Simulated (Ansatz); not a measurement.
Levels about the gap of amorphous Si24O49Zn (74 atoms in a cell of 1113 Å³, 2.27 g/cm³; zone centre alone, so wide bands show as single levels with stretches between that a denser mesh fills), at the geometry that PBE relaxed, where it gives -0.4 GPa on a denser mesh. The participation number counts the atoms over which a state spreads; weights are charges in smoothed Voronoi cells. The levels come from a single point, so bond lengths are those of that geometry. Method of the levels: PBE, scalar-relativistic without spin-orbit coupling (Ansatz, a first-principles code). Sampling: the zone centre alone; Fermi-Dirac width 0.02 eV; no spin polarisation. At PBE the levels at the filled edge of the gap are localised (band-tail or defect states), and the nearest spread-out levels lie 5.0 eV apart at the zone centre.

Preparation: random packing, a CHGNet melt and quench, and a DFT relaxation. O atoms were pushed apart under 1.9 Å during the dynamics, to hinder bonds among them. The hot cell started wider than the set density and was brought back towards it in steps. It is the lowest in DFT energy of 2 quenches. It is a model cell: composition and starting density were chosen by hand, and all elements were melted together. No dispersion term was used. Its density started from a set value of 2.27 and ended at 2.27 g/cm³. The simulated quench (nominally 320 K/ps over its main leg) is rapid and tends to freeze in more defects than a deposited or slowly cooled glass has. One small periodic cell is one sample of the glass; other quenches scatter about these values. The volume was held where the preparation left it and the shape relaxed, at a PBE pressure of -0.4 GPa (tension).

```json
[
 {"E - E(highest filled), eV": "-0.57", "filling": "filled", "participation number": "19.7", "largest on": "O, 2 neighbours", "weight O": "0.95", "weight Si": "0.04", "weight Zn": "0.01"},
 {"E - E(highest filled), eV": "-0.53", "filling": "filled", "participation number": "9.3", "largest on": "O, 2 neighbours", "weight O": "0.96", "weight Si": "0.04", "weight Zn": "0.00"},
 {"E - E(highest filled), eV": "-0.49", "filling": "filled", "participation number": "18.8", "largest on": "O, 2 neighbours", "weight O": "0.96", "weight Si": "0.03", "weight Zn": "0.01"},
 {"E - E(highest filled), eV": "-0.41", "filling": "filled", "participation number": "17.3", "largest on": "O, 2 neighbours", "weight O": "0.97", "weight Si": "0.03", "weight Zn": "0.00"},
 {"E - E(highest filled), eV": "-0.33", "filling": "filled", "participation number": "8.1", "largest on": "O, 2 neighbours", "weight O": "0.89", "weight Si": "0.03", "weight Zn": "0.08"},
 {"E - E(highest filled), eV": "-0.17", "filling": "filled", "participation number": "3.6", "largest on": "O, 2 neighbours", "weight O": "0.90", "weight Si": "0.03", "weight Zn": "0.07"},
 {"E - E(highest filled), eV": "0.00", "filling": "filled", "participation number": "2.7", "largest on": "O, 2 neighbours", "weight O": "0.92", "weight Si": "0.03", "weight Zn": "0.05"},
 {"E - E(highest filled), eV": "4.63", "filling": "empty", "participation number": "23.5", "largest on": "Zn, 2 neighbours", "weight O": "0.63", "weight Si": "0.20", "weight Zn": "0.17"},
 {"E - E(highest filled), eV": "5.65", "filling": "empty", "participation number": "10.3", "largest on": "Zn, 2 neighbours", "weight O": "0.54", "weight Si": "0.18", "weight Zn": "0.28"},
 {"E - E(highest filled), eV": "6.34", "filling": "empty", "participation number": "31.4", "largest on": "Si, 4 neighbours", "weight O": "0.61", "weight Si": "0.37", "weight Zn": "0.03"},
 {"E - E(highest filled), eV": "6.52", "filling": "empty", "participation number": "41.0", "largest on": "Zn, 2 neighbours", "weight O": "0.66", "weight Si": "0.27", "weight Zn": "0.07"},
 {"E - E(highest filled), eV": "6.56", "filling": "empty", "participation number": "33.4", "largest on": "O, 2 neighbours", "weight O": "0.65", "weight Si": "0.33", "weight Zn": "0.02"}
]
```

Most localised among these is the filled level at +0.00 eV, on a O atom, which has 2 neighbours (Si 1.62 Å, Zn 1.82 Å).
